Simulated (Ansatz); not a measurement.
# germanium (1 1 1) on zinc-blende BN (1 1 1) (film strained to the substrate, started from cuts of the bulks and a machine-learned relaxation; metallic at this level, with no gap by band count; slabs B49N49 and Ge24, which can lie off the formulas)

A periodic stack without vacuum, germanium (1 1 1) on zinc-blende BN (1 1 1) (film strained to the substrate, started from cuts of the bulks and a machine-learned relaxation; metallic at this level, with no gap by band count; slabs B49N49 and Ge24, which can lie off the formulas): substrate slab B49N49, film Ge24, surface cells [[1, -3], [2, 1]] and [[2, -1], [-1, 2]], film strained by -3.9 and -3.9 %, outermost planes B/N and Ge/Ge as cut, which need not be the usual terminations and can put a slab off its formula.

The start was prepared with a machine-learned potential, and the result is one local minimum, with the in-plane cell held and forces under 0.04 eV/Å; the film can end far from its bulk form.

All values below come from PBE (plane waves to 420 eV, PAW; Ansatz, a program for electronic structure). Scalar-relativistic, without spin–orbit coupling; the runs are not spin-polarised; PBE gaps are too small against experiment. Its k-point mesh 4×4×1, Fermi–Dirac width 0.05 eV.

- interface area = 39.8 Å²
- period = 28.44 Å
- heights between the nearest atoms of the two slabs at the two interfaces = 1.50 and 2.08 Å
- Ge–N contacts across the interfaces within 1.22 times the sum of covalent radii = 7, mean 2.15 Å
- B–Ge contacts across the interfaces within 1.22 times the sum of covalent radii = 5, mean 2.18 Å
- two interfaces = unlike, so that offsets are their mean

```
B49Ge24N49
1.0
    6.78141     0.00001    -0.02266
   -3.39069     5.87289     0.01819
   -2.31632     0.80256    28.44458
B N Ge
49 49 24
Direct
  0.43270   0.33823   0.04570
  0.14327   0.48258   0.03610
  0.85341   0.62391   0.03586
  0.57427   0.77246   0.03585
  0.28901   0.91093   0.04570
  0.00191   0.05158   0.03582
  0.71636   0.19455   0.04573
  0.54654   0.94720   0.11398
  0.26006   0.09042   0.11396
  0.97434   0.23321   0.11218
  0.68977   0.37689   0.11398
  0.40351   0.51971   0.11218
  0.11702   0.66238   0.11218
  0.83128   0.80526   0.11101
  0.66244   0.55713   0.18647
  0.37628   0.69869   0.18662
  0.09020   0.84156   0.18647
  0.80571   0.98486   0.18647
  0.51959   0.12777   0.18704
  0.23355   0.27102   0.18661
  0.94857   0.41373   0.18663
  0.77876   0.16480   0.26047
  0.49285   0.30814   0.26043
  0.20706   0.45051   0.26048
  0.92137   0.59343   0.26046
  0.63572   0.73655   0.26043
  0.34995   0.87898   0.26047
  0.06448   0.02205   0.26039
  0.89487   0.77387   0.33427
  0.60920   0.91629   0.33445
  0.32423   0.05960   0.33423
  0.03738   0.20120   0.33425
  0.75158   0.34447   0.33428
  0.46590   0.48819   0.33425
  0.18095   0.63056   0.33430
  0.01050   0.38013   0.40759
  0.72386   0.52542   0.40759
  0.44013   0.66859   0.40885
  0.15578   0.81208   0.40759
  0.86752   0.95251   0.40885
  0.58358   0.09599   0.40885
  0.29686   0.23912   0.40806
  0.12720   0.98793   0.48181
  0.84724   0.13677   0.48567
  0.55857   0.27872   0.48181
  0.26776   0.41924   0.48180
  0.98314   0.56263   0.47702
  0.69940   0.69981   0.48569
  0.41026   0.84771   0.48567
  0.38761   0.52609   0.05468
  0.10247   0.67287   0.05469
  0.81522   0.81328   0.05469
  0.52900   0.95718   0.05706
  0.24703   0.09986   0.05703
  0.95567   0.24093   0.05470
  0.67171   0.38180   0.05705
  0.50375   0.13569   0.13143
  0.21740   0.27918   0.13025
  0.93276   0.42188   0.13026
  0.64646   0.56504   0.13024
  0.36010   0.70650   0.13026
  0.07425   0.84970   0.13024
  0.78957   0.99283   0.13024
  0.61975   0.74453   0.20425
  0.33365   0.88667   0.20437
  0.04849   0.03005   0.20423
  0.76310   0.17298   0.20437
  0.47683   0.31627   0.20435
  0.19112   0.45857   0.20436
  0.90532   0.60137   0.20427
  0.73586   0.35282   0.27815
  0.45008   0.49600   0.27815
  0.16454   0.63838   0.27819
  0.87897   0.78162   0.27812
  0.59318   0.92430   0.27818
  0.30781   0.06742   0.27810
  0.02171   0.20961   0.27815
  0.85179   0.96093   0.35223
  0.56708   0.10408   0.35222
  0.28088   0.24713   0.35194
  0.99460   0.38869   0.35175
  0.70858   0.53337   0.35175
  0.42396   0.67627   0.35224
  0.13923   0.81941   0.35175
  0.96791   0.57028   0.42345
  0.68205   0.71230   0.42692
  0.39827   0.85667   0.42691
  0.11092   0.99732   0.42546
  0.82639   0.14042   0.42690
  0.54116   0.28513   0.42546
  0.25335   0.42752   0.42545
  0.09117   0.17797   0.49922
  0.80499   0.32979   0.49854
  0.50624   0.45779   0.49923
  0.21910   0.60508   0.49854
  0.94383   0.74382   0.49856
  0.65728   0.89229   0.50311
  0.37105   0.04276   0.49923
  0.03235   0.22355   0.60467
  0.34044   0.87818   0.60470
  0.68583   0.53154   0.60471
  0.67746   0.88210   0.57393
  0.00564   0.55154   0.55577
  0.33940   0.21811   0.55687
  0.37996   0.51874   0.72506
  0.71893   0.20031   0.72503
  0.06148   0.86139   0.72501
  0.03939   0.19439   0.69207
  0.38133   0.86402   0.69210
  0.71157   0.53622   0.69211
  0.74993   0.84552   0.82864
  0.09069   0.50844   0.85566
  0.42229   0.17573   0.84910
  0.38884   0.50054   0.81292
  0.75461   0.20423   0.81286
  0.09258   0.83847   0.81281
  0.07315   0.11219   0.96257
  0.50307   0.82525   0.96263
  0.79026   0.54209   0.96263
  0.77437   0.83346   0.91230
  0.12121   0.49356   0.95915
  0.44965   0.16272   0.94243
```
